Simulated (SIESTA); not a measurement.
# Sensitivity of a calculation on TiIN (Pmmn, 6 atoms in the cell) to its settings

```
TiIN
1.0
    3.51500     0.00000     0.00000
    0.00000     3.94100     0.00000
    0.00000     0.00000     8.95500
N Ti I
2 2 2
Direct
  0.50000   0.50000   0.97000
  0.00000   0.00000   0.03000
  0.00000   0.50000   0.08000
  0.50000   0.00000   0.92000
  0.50000   0.50000   0.31500
  0.00000   0.00000   0.68500
```

Base run A: GGA PBEsol, numerical atomic orbitals TZP, PseudoDojo PBEsol standard norm-conserving potentials (rewritten from UPF to PSML) (SIESTA), self-consistent single point.

Its settings: XC.functional = GGA; XC.authors = PBEsol; potentials = PseudoDojo PBEsol standard; PAO.BasisSize = TZP; PAO.EnergyShift = 0.01 Ry; MeshCutoff = 350 Ry; kgrid.MonkhorstPack = 6 6 3; OccupationFunction = MP; OccupationMPOrder = 0; ElectronicTemperature = 580.23 K; MaxSCFIterations = 150; SCF.Mixer.Method = Pulay; SCF.Mixer.Weight = 0.25; SCF.Mixer.History = 6; SCF.DM.Tolerance = 1.0E-04.

The starting cell comes from a database of published, mostly measured structures (it also holds non-ambient and calculated ones), without a prior relaxation at this level. Spin polarisation is off, so a magnetic state, if there is one, cannot be reached. Values carry the incompleteness of an atom-centred basis.

Run A gave: pressure (GPa) -1.23; largest force (eV/Å) 0.876.

Runs:
- B: XC.functional: GGA → LDA; XC.authors: PBEsol → PW92; pseudopotentials: PseudoDojo PBEsol standard → PseudoDojo LDA standard [LDA PW92]
- C: XC.authors: PBEsol → BLYP; pseudopotentials: PseudoDojo PBEsol standard → PseudoDojo PBE standard [GGA BLYP]

What does run C change against A?

The pressure goes from -1.23 to 7.10 GPa and the largest force goes from 0.876 to 1.184 eV/Å.

What does run B change against A?

The pressure goes from -1.23 to -4.00 GPa and the largest force goes from 0.876 to 1.000 eV/Å.

```csv
run,pressure (GPa),largest force (eV/Å)
A,-1.23,0.876
B,-4.00,1.000
C,7.10,1.184
```

Left out of this page: 5 runs of the series held back from this collection.
